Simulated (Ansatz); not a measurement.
## Quick settings and what they miss: YbSn2Pd (Cmcm, 8 atoms in the cell)

Self-consistent single point.

```yaml
crystal:
  lattice:
    - [2.24857, -5.62341, 0.00000]
    - [2.24857, 5.62341, 0.00000]
    - [0.00000, 0.00000, 7.65195]
  atoms:
    - { symbol: Yb, position: [0.42888, 0.57112, 0.75000] }
    - { symbol: Yb, position: [0.57112, 0.42888, 0.25000] }
    - { symbol: Sn, position: [0.85998, 0.14002, 0.04361] }
    - { symbol: Sn, position: [0.14002, 0.85998, 0.95639] }
    - { symbol: Sn, position: [0.14002, 0.85998, 0.54361] }
    - { symbol: Sn, position: [0.85998, 0.14002, 0.45639] }
    - { symbol: Pd, position: [0.29747, 0.70253, 0.25000] }
    - { symbol: Pd, position: [0.70253, 0.29747, 0.75000] }
```

Method: PBEsol, default PAW files made with PBE (plane waves; Ansatz, a program for electronic structure).

Base settings: basis.ecutwfc = 420 eV; kpoints.mp_grid.grid = 6 6 3; hamiltonian.xc = pbesol; hamiltonian.pseudopotentials = {kind: paw} (the program's default PAW files); scf.occupations.method = gaussian; scf.occupations.width = 0.272 eV.

Tight run (finer mesh or higher cutoff; not a proven limit): basis.ecutwfc: 420 eV → 590 eV; kpoints.mp_grid.grid: 6 6 3 → 9 9 5; scf.convergence.dr2_threshold: default (1e-07 eV) → 1e-09 eV. It gave Fermi level (on the code's own zero) 13.16 eV; pressure -5.80 GPa; largest force (vector length) 0.133 eV/Å.

Quick runs, as changes from the base:
- A: the base itself
- B: basis.ecutwfc: 420 eV → 250 eV; kpoints.mp_grid.grid: 6 6 3 → 1 1 1; kpoints.mp_grid.shift: default → 0.5 0.5 0.5
- C: basis.ecutwfc: 420 eV → 295 eV; kpoints.mp_grid.grid: 6 6 3 → 4 4 4; hamiltonian.xc: pbesol → lda; scf.occupations.method: gaussian → fermi_dirac; scf.occupations.width: 0.272 eV → 0.5 eV [LDA (PW92)]
- D: basis.ecutwfc: 420 eV → 335 eV; kpoints.mp_grid.grid: 6 6 3 → 6 6 6; hamiltonian.xc: pbesol → lda; scf.occupations.method: gaussian → methfessel_paxton; scf.occupations.width: 0.272 eV → 0.2 eV [LDA (PW92)]
- E: basis.ecutwfc: 420 eV → 250 eV; kpoints.mp_grid.grid: 6 6 3 → 3 3 3
- F: basis.ecutwfc: 420 eV → 210 eV; kpoints.mp_grid.grid: 6 6 3 → 2 2 2; hamiltonian.xc: pbesol → lda; scf.convergence.dr2_threshold: default (1e-07 eV) → 0.001 eV [LDA (PW92)]

Energies are extrapolated to zero smearing width, which holds to low order in the width alone.

Dashes: time of B, C, E, F, under 30 s; energy of C, D, F, another energy zero.

† marks runs with another functional, U, potentials or spin treatment: their distance from the tight run is not a convergence error alone.

The count of work is k-points × plane waves × bands × iterations; it is no time. Core times come from one kind of shared machine and are given to one figure; runs under 30 s give none.

Pressures in the table are Ansatz's without its Pulay estimate, at a fixed set of plane waves; the tight run's value above holds the estimate.

The starting cell comes from a database of computed structures (which also holds hypothetical and non-ambient phases and stackings), without a prior relaxation at this level. Its lattice was rescaled by a random factor within 2.5 % of one. Spin polarisation is off. In the base run, with a pressure of about -6 GPa the cell is away from its equilibrium volume at this level.

| run | energy less tight (meV/atom) | pressure less tight (GPa) | largest miss in a force vector (eV/Å) | count of work / tight | core time / tight (rough) |
|---|---|---|---|---|---|
| A | 5.6 | -0.04 | 0.013 | 0.16 | 0.2 |
| B | 1847.1 | -46.49 | 0.623 | 0.0031 | – |
| C† | – | -9.74 | 0.079 | 0.097 | – |
| D† | – | -3.53 | 0.055 | 0.53 | 0.4 |
| E | 1061.8 | -49.13 | 0.112 | 0.020 | – |
| F† | – | -185.93 | 0.256 | 0.0098 | – |

Among the runs at the tight run's level, the energy misses run from 5.6 to 1847.1 meV/atom.

Keys are those of Ansatz 0.2.
